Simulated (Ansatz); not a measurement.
The structure below was relaxed with Ansatz (a program for electronic structure), PBE, PAW, cutoff 420 eV, spin-orbit coupling left out, at pressure −1 GPa.

```
CELL_PARAMETERS angstrom
     -1.61129     1.61129     3.94219
      1.61129    -1.61129     3.94219
      1.61129     1.61129    -3.94219
ATOMIC_POSITIONS crystal
  Mo 0.00000 0.00000 0.00000
  Si 0.33517 0.33517 0.00000
  Si 0.66483 0.66483 0.00000
```

Find the space group and the Wyckoff positions.

Space group I4/mmm (No. 139); a = b = 3.2226 Å, c = 7.8844 Å, α = β = γ = 90.00°

```
atom  site  symmetry       x       y       z
----  ----  --------  ------  ------  ------
Mo      2a     4/mmm  0.0000  0.0000  0.0000
Si      4e       4mm  0.0000  0.0000  0.3352
```

Load acts through the strain it causes; cell and atoms are relaxed under it. Whether these cells are dynamically stable was not tested. The final runs are not spin-polarised. The cell was made from MoSi$_{2}$ (space group I4/mmm, No. 139) by this change: pressure −1 GPa.
